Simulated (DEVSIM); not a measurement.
Structure: illuminated Si n-on-p cell, one wavelength, with a back-surface field, at 400 K.

| layer (left to right) | material | thickness (μm) | Nd (cm⁻³) | Na (cm⁻³) | τn (s) | τp (s) | absorption coefficient (cm⁻¹) |
|---|---|---|---|---|---|---|---|
| 1 | Si | 0.410 | 6.2e17 | - | 4.3e-7 | 1.1e-6 | 180 |
| 2 | Si | 200 | - | 3.1e16 | 2.7e-6 | 2.7e-6 | 180 |
| 3 | Si | 1.10 | - | 4.6e18 | 2.7e-6 | 2.7e-6 | 180 |

Left contact: ohmic, minority hole recombination velocity 90 cm/s. Right contact: ohmic, minority electron recombination velocity 90 cm/s. Voltage is applied to the left contact. Recombination: SRH at mid-gap, radiative, Auger. Light enters at the left, 1.5e17 photons cm⁻² s⁻¹, one pass, no reflection. Mobility is μmin + (μ − μmin)/(1 + (N/Nref)^α).

This is a model device: material constants are rounded textbook-type values typed into the input, and sizes, dopings and lifetimes were drawn at random. Values at 300 K; Nc and Nv go as T^1.5, mobilities as T to minus their exponent, the gap by Varshni's rule with the affinity fixed.

```tsv
parameter	Si
gap (eV)	1.124
affinity (eV)	4.05
permittivity	11.7
Nc (cm⁻³)	2.86e19
Nv (cm⁻³)	3.1e19
μn (cm²/Vs)	1417
μp (cm²/Vs)	470
μn,min	52
μp,min	45
Nref,n	9.7e16
Nref,p	2.2e17
αn	0.68
αp	0.72
T exponent of μn	2.3
T exponent of μp	2.2
B (cm³/s)	4.7e-15
Cn (cm⁶/s)	2.8e-31
Cp (cm⁶/s)	9.9e-32
Varshni α (eV/K)	0.000473
Varshni β (K)	636
```

Model (solved in DEVSIM): 1D drift-diffusion, Boltzmann statistics, complete ionisation; no tunnelling, impact ionisation, image-force lowering or self-heating.

Problem. Tabulate band edges, carrier densities and field at -0.9 V on the left contact, in the dark.

Solution. Energies count from the Fermi level of the right contact; mesh points crowd at the junctions.

```tsv
x (μm)	Ec (eV)	Ev (eV)	n (cm⁻³)	p (cm⁻³)	field (V/cm)
0.000	1.047	-0.049	6.2e17	1.1e17	-8300
0.05299	1.042	-0.054	7.1e17	9.4e16	≈ 0
0.2050	1.042	-0.054	7.1e17	9.4e16	≈ 0
0.3583	1.042	-0.055	7.1e17	9.4e16	≈ 0
0.4221	1.076	-0.021	2.7e17	2.5e17	4600
0.5088	1.079	-0.018	2.4e17	2.7e17	≈ 0
0.8213	1.079	-0.018	2.4e17	2.7e17	≈ 0
2.613	1.078	-0.018	2.4e17	2.7e17	≈ 0
7.962	1.076	-0.021	2.2e17	2.6e17	≈ 0
26.16	1.067	-0.029	1.9e17	2.2e17	≈ 0
88.07	1.020	-0.076	1.4e17	1.8e17	≈ 0
177.4	0.950	-0.147	3.1e17	3.4e17	≈ 0
193.7	0.941	-0.156	3.9e17	4.2e17	≈ 0
198.4	0.938	-0.158	4.2e17	4.5e17	≈ 0
200.1	0.937	-0.159	4.3e17	4.6e17	≈ 0
200.3	0.937	-0.159	4.3e17	4.6e17	≈ 0
200.4	0.947	-0.150	3.3e17	6.1e17	20000
200.4	1.016	-0.080	4.3e16	4.6e18	≈ 0
200.7	1.016	-0.080	4.3e16	4.6e18	≈ 0
201.2	1.016	-0.080	4.3e16	4.6e18	≈ 0
201.4	1.016	-0.080	4.3e16	4.6e18	≈ 0
201.5	1.016	-0.081	4.4e16	4.6e18	-1400
```
